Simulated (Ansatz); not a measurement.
The starting structures come from a database of crystals and need not be the phases stable at ambient conditions.

## Evanescent states of Tl₂MoO₄ (P-3m1, not sure to be the ambient phase, 14 atoms a cell, 21.3 Å³ an atom, -3 GPa at this level) along the normal of (101)

These are r2SCAN (plane waves, PAW; Ansatz, a quantum-chemistry and plane-wave program) values and carry that method's errors.

The gap is the functional's own. No spin-orbit coupling. Mid-gap values are interpolated on the energy grid.

Energies count from the valence-band top; κ is the least over a 6×4 mesh across the current.

```
E (eV)  κ (1/Å)  where
------  -------  -----
0.09      0.179  off Γ
0.27      0.286  off Γ
0.45      0.332  off Γ
0.63      0.354  off Γ
0.81      0.366  off Γ
0.99      0.373  off Γ
1.17      0.377  off Γ
1.35      0.379  off Γ
1.53      0.378  off Γ
1.71      0.376  off Γ
1.89      0.372  off Γ
2.07      0.366  off Γ
2.25      0.358  off Γ
2.43      0.349  off Γ
2.61      0.337  off Γ
2.79      0.324  off Γ
2.97      0.300  off Γ
3.15      0.266  off Γ
3.33      0.219  off Γ
3.51      0.140  off Γ
```

Q: How thick must the barrier be to attenuate the transmission by 10^4 when the electrodes' Fermi level lies at 2.07 eV, and what attenuation does that film give at 1.17 eV?

A: d = 4 ln 10 / (2 × 0.366) = 12.6 Å. At 1.17 eV it gives 4 × 0.377/0.366 = 4.1 decades.
